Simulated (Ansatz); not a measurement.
By PBEsol, the system below comes out a metal.

Given:

```
CELL_PARAMETERS angstrom
      2.85826     0.00000     0.00000
     -1.42913     2.47532     0.00000
      0.00000     0.00000     2.83944
ATOMIC_POSITIONS crystal
  W  0.00000 0.00000 0.00000
  C  0.66667 0.33333 0.50000
```

The cell is strained (lengths across the current scaled by 0.98, ions clamped); by PBEsol it stands under a pressure of 9.5 GPa.

The current flows along the normal of the first two printed cell vectors, the (001) (indices of the unstrained crystal) plane of the conventional cell. No spin-orbit coupling; the value is a mean over 0.1 eV about the Fermi level.

Q: Predict the ballistic conductance per area from PBEsol (Ansatz, a quantum-chemistry and plane-wave program).

A: 0.28 × 10¹⁵ S/m² for both spins.
